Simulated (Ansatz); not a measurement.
The starting structures come from a database of crystals and need not be the phases stable at ambient conditions.

Inside the gap of an insulator the Bloch states are evanescent, with a wavenumber k + iκ along the transport direction.

```xyz
4
Lattice="4.0088 0.0000 0.0000 2.0044 3.4717 0.0000 2.0044 1.1572 6.4173" Properties=species:S:1:pos:R:3 pbc="T T T"
Ga     6.0132     3.4717     0.0470
Ga     4.0088     2.3145     3.1606
P      4.0088     2.3145     0.8017
As     2.0044     1.1572     4.0121
```

Space group of this cell: R3m. The cell is strained (lengths across the current scaled by 1.02, ions clamped); by r2SCAN its mean pressure is -2.8 GPa.

Transport runs along the normal of the first two printed cell vectors, the (001) (indices of the unstrained crystal) plane of the conventional cell.

The gap is the functional's own. No spin-orbit coupling. Mid-gap values are interpolated on the energy grid.

Problem. Estimate the band gap and the smallest decay constant κ at mid-gap that r2SCAN (Ansatz, an electronic-structure program) returns for this system.

Solution. Gap 1.16 eV on a 10×10×10 mesh; κ = 0.076 1/Å, at the zone centre.
